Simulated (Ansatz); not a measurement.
A computed series for Ta: response to strain

Take Ta in the bcc (W type) structure (space group Im-3m, No. 229; relaxed with 0.1 eV smearing) as the base.

```
Ta
1.0
   -1.64115     1.64115     1.64115
    1.64115    -1.64115     1.64115
    1.64115     1.64115    -1.64115
Ta
1
Direct
  0.00000   0.00000   0.00000
```

Cartesian axes are those of the cell as printed.

Strains are applied to the cell and any free atomic positions relax; under biaxial strain the out-of-plane vector relaxes too.

The values are results of PBEsol, PAW, 420 eV (Ansatz, a program for electronic structure; spin-orbit coupling left out), not measurements.

Notes on the quantities. in-plane stress: mean in-plane stress (compression positive); energy relative to the base: free energy F.

| change | in-plane stress | energy relative to the base | ratio −ε⊥/ε∥ | shortest interatomic distance |
|---|---|---|---|---|
| base | – | 0 meV/atom | – | 2.843 Å |
| biaxial strain −3.00 %, plane normal [001], relaxed out of plane | +8.4 GPa | +27 meV/atom | 1.26 | 2.823 Å |
| biaxial strain −2.50 %, plane normal [001], relaxed out of plane | +6.9 GPa | +19 meV/atom | 1.24 | 2.826 Å |
| biaxial strain −1.50 %, plane normal [001], relaxed out of plane | +4.0 GPa | +6.5 meV/atom | 1.21 | 2.832 Å |
| biaxial strain −1.00 %, plane normal [001], relaxed out of plane | [?] | [?] | 1.20 | [?] |
| biaxial strain −0.50 %, plane normal [001], relaxed out of plane | +1.3 GPa | +0.7 meV/atom | – | 2.839 Å |
| biaxial strain +1.00 %, plane normal [001], relaxed out of plane | -2.4 GPa | +2.7 meV/atom | 1.17 | 2.851 Å |
| biaxial strain +1.50 %, plane normal [001], relaxed out of plane | -3.5 GPa | +6.0 meV/atom | 1.17 | 2.855 Å |
| biaxial strain +2.50 %, plane normal [001], relaxed out of plane | -5.4 GPa | +16 meV/atom | 1.18 | 2.863 Å |
| biaxial strain +3.00 %, plane normal [001], relaxed out of plane | -6.1 GPa | +22 meV/atom | 1.20 | 2.867 Å |

### Question
Complete the table.

### Answer

- biaxial strain −1.00 %, plane normal [001], relaxed out of plane, in-plane stress: +2.6 GPa
- biaxial strain −1.00 %, plane normal [001], relaxed out of plane, energy relative to the base: +2.9 meV/atom
- biaxial strain −1.00 %, plane normal [001], relaxed out of plane, shortest interatomic distance: 2.835 Å

No phonon test of stability was made. All final runs are without spin polarisation.
